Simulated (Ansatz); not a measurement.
Base system: Re in the hcp (Mg type) structure (space group P6_3/mmc, No. 194; a = 2.7577 Å, c = 4.4625 Å).

Structures relaxed with r2SCAN (Ansatz, a program for electronic structure), scalar-relativistic without spin-orbit coupling, earlier PAW set.

Base:

Simulated powder pattern, Cu Kα, λ = 1.54184 Å (kinematic, ideal powder, no thermal factors, no anomalous dispersion; the 10 strongest lines at most, above 2 %, up to 2θ = 90°):

| 2θ (°) | I/Imax (%) | hkl |
|---|---|---|
| 37.66 | 24 | (100) |
| 40.43 | 26 | (002) |
| 42.95 | 100 | (101) |
| 56.44 | 15 | (102) |
| 67.99 | 18 | (110) |
| 75.26 | 20 | (103) |
| 80.42 | 2.8 | (200) |
| 82.18 | 22 | (112) |
| 83.87 | 15 | (201) |
| 87.42 | 3.2 | (004) |

Modification: cell and atoms relaxed at a pressure of 3 GPa.

Question: Predict the new powder pattern.

Answer: 
Simulated powder pattern, Cu Kα, λ = 1.54184 Å (kinematic, ideal powder, no thermal factors, no anomalous dispersion; the 10 strongest lines at most, above 2 %, up to 2θ = 90°):

| 2θ (°) | d (Å) | I/Imax (%) | hkl |
|---|---|---|---|
| 37.76 | 2.382 | 24 | (100) |
| 40.53 | 2.226 | 26 | (002) |
| 43.07 | 2.100 | 100 | (101) |
| 56.59 | 1.626 | 15 | (102) |
| 68.18 | 1.375 | 18 | (110) |
| 75.49 | 1.259 | 20 | (103) |
| 80.67 | 1.191 | 2.8 | (200) |
| 82.43 | 1.170 | 22 | (112) |
| 84.13 | 1.151 | 15 | (201) |
| 87.70 | 1.113 | 3.2 | (004) |

The indices refer to the base's conventional cell; one index is shown for lines that coincide.

Load acts through the strain it causes; cell and atoms are relaxed under it. Stability against distortions was not tested. All final runs are without spin polarisation.
